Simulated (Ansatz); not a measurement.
Take WS2 in the 2H-MoS2 type structure (space group P6_3/mmc, No. 194; a = 3.1543 Å, c = 12.1409 Å; layered, stacked along the Cartesian z axis) as the base.

(Cell as relaxed with PBE-D3(BJ).)

Levels (all Ansatz, a program for electronic structure, PAW, earlier PAW set): PBE-D3(BJ) (420 eV, no SOC); PBEsol-D3(BJ) (420 eV, no spin-orbit coupling).

Each level relaxes its own structure.

```tsv
base	PBE-D3(BJ)	PBEsol-D3(BJ)
volume per atom	17.44 Å³	16.49 Å³
lattice parameter a	3.154 Å	3.115 Å
band gap	0.88 eV	0.66 eV
```

Perturbation: a hydrostatic pressure of 30 GPa.

| quantity | PBE-D3(BJ) | PBEsol-D3(BJ) |
|---|---|---|
| c/a ratio | 3.626 | ___ |
| lattice parameter a | 2.978 Å | ___ |

Predict the PBEsol-D3(BJ) column.


- c/a ratio, PBEsol-D3(BJ): 3.632
- lattice parameter a, PBEsol-D3(BJ): 2.949 Å

PBE-D3(BJ)'s c/a ratio lies 0.006 below PBEsol-D3(BJ)'s; PBE-D3(BJ)'s lattice parameter a lies 0.029 Å above PBEsol-D3(BJ)'s (1.0 %). Neither level is exact; PBEsol-D3(BJ) is the comparison here, not a measurement.

A case with no gap was solved on a k-mesh chosen for an insulator, which is coarse for it. Spin-orbit coupling, missing from the scalar runs, can matter with W. Load acts through the strain it causes; cell and atoms are relaxed under it. No phonon test of stability was made. No other phases were tried under pressure. All final runs are without spin polarisation.
